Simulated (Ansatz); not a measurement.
**Ag: biaxial strain −1.67 %, plane normal [111], relaxed out of plane**

Base system: Ag in the fcc (Cu type) structure (space group Fm-3m, No. 225; a = 4.054 Å; relaxed with 0.1 eV smearing). Axes: x, y, z lie along the cube axes.

Perturbation: compressive biaxial strain of 1.67 % in the plane normal to [111], as in epitaxy on a mismatched substrate; the out-of-plane cell vector and the atoms relax.

Level of theory: Ansatz (a program for electronic structure) PBEsol, spin-orbit coupling left out. Settings: 28×28×28 k-points, 0.1 eV Fermi–Dirac smearing.

```json
[
 {"quantity": "volume per atom", "base": "16.65 Å³", "changed": "16.33 Å³", "shift": "-0.32 Å³"},
 {"quantity": "space group", "base": "Fm-3m (No. 225)", "changed": "R-3m (No. 166)", "shift": "–"},
 {"quantity": "shortest interatomic distance", "base": "5.417 bohr", "changed": "5.326 bohr", "shift": "-0.0905 bohr"},
 {"quantity": "energy relative to the base (free energy F)", "base": "0 meV/atom", "changed": "+6.5 meV/atom", "shift": "+6.5 meV/atom"},
 {"quantity": "pressure (mean of the normal stresses, compression positive)", "base": "0.0 GPa", "changed": "2.6 GPa", "shift": "+2.6 GPa"},
 {"quantity": "band gap", "base": "zero", "changed": "zero", "shift": "–"},
 {"quantity": "out-of-plane strain", "base": "–", "changed": "+1.42 %", "shift": "–"},
 {"quantity": "ratio −ε⊥/ε∥", "base": "–", "changed": "0.85", "shift": "–"},
 {"quantity": "mean in-plane stress (compression positive)", "base": "–", "changed": "+3.9 GPa", "shift": "–"}
]
```

Final structure (turned so that z lies along the plane normal):

```
Ag
1.0
    2.81862     0.00000     0.00000
    1.40931     2.44099     0.00000
    1.40931    -0.81366     2.37379
Ag
1
Direct
  0.00000   0.00000   0.00000
```

Cost of the whole job for the changed cell (relaxation, final SCF and bands): very roughly 90 core-seconds.

Stability against distortions was not tested.
